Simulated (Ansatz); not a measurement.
**HfS2, response to strain**

Base system: HfS₂ in the CdI2 type structure (space group P-3m1, No. 164; a = 3.6057 Å, c = 5.7676 Å; layered, stacked along the Cartesian z axis). Axes: x lies along a and z along c of the hexagonal cell.

Strains are applied to the cell and any free atomic positions relax; under biaxial strain the out-of-plane vector relaxes too.

The values are results of DFT with PBE-D3(BJ), PAW potentials and a 420 eV plane-wave cutoff in Ansatz (an electronic-structure program), no spin-orbit coupling, not measurements.

Notes on the quantities. in-plane stress: mean in-plane stress (compression positive).

```csv
case,band gap,ratio −ε⊥/ε∥,in-plane stress,shortest interatomic distance
base,0.85 eV,–,–,2.541 Å
"biaxial strain −3.00 %, plane normal [001], relaxed out of plane",0.55 eV,0.33,+5.6 GPa,2.518 Å
"biaxial strain −2.50 %, plane normal [001], relaxed out of plane",0.63 eV,0.34,+4.6 GPa,2.522 Å
"biaxial strain −2.00 %, plane normal [001], relaxed out of plane",0.72 eV,0.34,+3.6 GPa,2.525 Å
"biaxial strain −0.50 %, plane normal [001], relaxed out of plane",0.82 eV,–,+0.9 GPa,2.537 Å
"biaxial strain +1.00 %, plane normal [001], relaxed out of plane",0.91 eV,(withheld),-1.6 GPa,2.548 Å
"biaxial strain +1.50 %, plane normal [001], relaxed out of plane",0.93 eV,0.39,-2.4 GPa,2.552 Å
"biaxial strain +2.00 %, plane normal [001], relaxed out of plane",0.96 eV,0.40,-3.1 GPa,2.556 Å
"biaxial strain +2.50 %, plane normal [001], relaxed out of plane",(withheld),0.40,-3.8 GPa,2.560 Å
"biaxial strain +3.00 %, plane normal [001], relaxed out of plane",1.01 eV,0.41,-4.5 GPa,2.564 Å
```

Question: Complete the table.

Answer: 
- biaxial strain +1.00 %, plane normal [001], relaxed out of plane, ratio −ε⊥/ε∥: 0.38
- biaxial strain +2.50 %, plane normal [001], relaxed out of plane, band gap: 0.98 eV

Spin-orbit coupling, missing from the scalar runs, can matter with Hf. No phonon test of stability was made.
